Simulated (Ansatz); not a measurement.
**Ir2S3 (Pbcn, No. 60)**

All values below come from LDA in Ansatz (plane waves, PAW).

Settings: plane-wave cutoff 520 eV, 4×6×6 k mesh (along the axes of the cell as run), Fermi–Dirac smearing 0.01 eV, no spin polarisation, scalar-relativistic PAW data made under PBE.

Cell (relaxed at this level):

```xyz
20
Lattice="8.3802 0.0000 0.0000 0.0000 5.9638 0.0000 0.0000 0.0000 6.0850" Properties=species:S:1:pos:R:3 pbc="T T T"
Ir     3.2777     1.4859     0.1788
Ir     0.9124     1.4960     3.2213
Ir     7.4678     1.4960     5.9062
Ir     5.1025     1.4859     2.8637
Ir     5.1025     4.4779     5.9062
Ir     7.4678     4.4678     2.8637
Ir     0.9124     4.4678     0.1788
Ir     3.2777     4.4779     3.2213
S      2.9313     0.6524     2.3760
S      1.2589     2.3295     5.4185
S      7.1214     2.3295     3.7090
S      5.4490     0.6524     0.6665
S      5.4490     5.3114     3.7090
S      7.1214     3.6343     0.6665
S      1.2589     3.6343     2.3760
S      2.9313     5.3114     5.4185
S      0.0000     0.2591     1.5213
S      4.1901     2.7228     4.5638
S      0.0000     5.7047     4.5638
S      4.1901     3.2410     1.5213
```

| Property | Value |
|---|---|
| band gap | 0.79 eV (on the SCF k mesh) |

Note: the relaxation could not lower the start's symmetry, so the cell can be a saddle point above a distorted one.

Spin–orbit coupling is not included.

Static lattice: no zero-point or thermal effects.

The result took about 21 core-minutes (a rough figure).

Ansatz is a quantum-chemistry and plane-wave program.
